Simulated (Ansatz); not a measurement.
F on the 1x1 (111) surface of fcc Ir, one in a 2x1 cell, started at the site 'hollow Ir-Ir-Ir over Ir at depth 2.2 Å'

Level of theory: PBE (plane waves to 420 eV, PAW; Ansatz, a first-principles code).

Slab: 9 atoms, 6.6 Å thick at the start under the adsorbate (thin: gaps and levels are the slab's own); k 6x12x1, smearing 0.1 eV, dipole-corrected; 4 atoms held, the rest relaxed; symmetry of the start imposed; no spin, no spin-orbit, no U, no dispersion correction. At the end it is bonded to Ir. In PBE it is, or lies within 0.03 eV of, the lowest of the starts that converged.

```yaml
adsorption energy against ½ F2(g): -50.4 kcal/mol
work_function_of_the_top_face: 7.58 eV
change_of_the_work_function: 2.09 eV
change_of_the_step_from_the_bottom_to_the_top_vacuum_level_against_the_clean_slab: 2.04 eV
energy_released_by_relaxation: 1.98 eV
height of the binding atom over the mean of the host atoms within 0.3 Å of the top one: 1.964 Å
nearest_host_atoms_of_the_binding_atom: Ir at 1.93 Å, Ir at 3.38 Å, Ir at 4.42 Å
largest_move_of_a_host_atom: 0.04 Å
caution: the clean host was not checked against rearrangement in a larger or rattled cell
note: in the relaxation the adsorbate left its starting site by 1.6 Å
cost: very roughly 6 core-minutes
```

A negative adsorption energy means that the adsorbate is more stable on the surface than in its reference.
